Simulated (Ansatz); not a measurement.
A short convergence ladder for KMgF3 (P4mm, 5 atoms in the cell)

```xyz
5
Lattice="4.0099 0.0000 0.0000 0.0000 4.0099 0.0000 0.0000 0.0000 4.0099" Properties=species:S:1:pos:R:3 pbc="T T T"
K      0.0000     0.0000     0.0500
Mg     2.0050     2.0050     2.0050
F      2.0050     0.0000     2.0050
F      0.0000     2.0050     2.0050
F      2.0050     2.0050     0.0000
```

Base method: LDA (PW92), default PAW files made with PBE (plane waves; Ansatz, a first-principles code).

Base settings: basis.ecutwfc = 420 eV; kpoints.mp_grid.grid = 6 6 6; hamiltonian.xc = lda; hamiltonian.pseudopotentials = {kind: paw} (the program's default PAW files); scf.occupations.method = fermi_dirac; scf.occupations.width = 0.02 eV.

**The width of Fermi-Dirac smearing**

The mesh stays at the base's, so the ladder's end is converged at best in this setting alone.

Only quantities that move along the ladder and can be compared are tabulated.

```csv
scf.occupations.width,free energy less the last step's (meV/atom),pressure (GPa),gap on the mesh (eV)
1 eV,-18.89,-4.68,6.891
0.5 eV,-0.10,-5.56,6.851
0.2 eV,0.00,-5.57,6.850
0.1 eV,0.00,-5.57,6.850
```

Widest scf.occupations.width that holds the gap on the mesh within 0.01 eV of the last step, with all finer ones: 0.5 eV; the step before is off by 0.041 eV.

Widest scf.occupations.width that holds the pressure within 0.1 GPa of the last step, with all finer ones: 0.5 eV; the step before is off by 0.89 GPa.

Widest scf.occupations.width that holds the free energy within 5 meV/atom of the last step, with all finer ones: 0.5 eV; the step before is off by 19 meV/atom.

On the base run: the starting cell has typed, rounded lattice constants, without a prior relaxation at this level. Its lattice was rescaled by up to half a per cent. One atom was moved a little off its site on purpose. In the base run, with a pressure of about -6 GPa the cell is away from its equilibrium volume at this level. Ansatz's pressure includes its estimate of the finite-basis (Pulay) stress.

Keys are those of Ansatz 0.2.
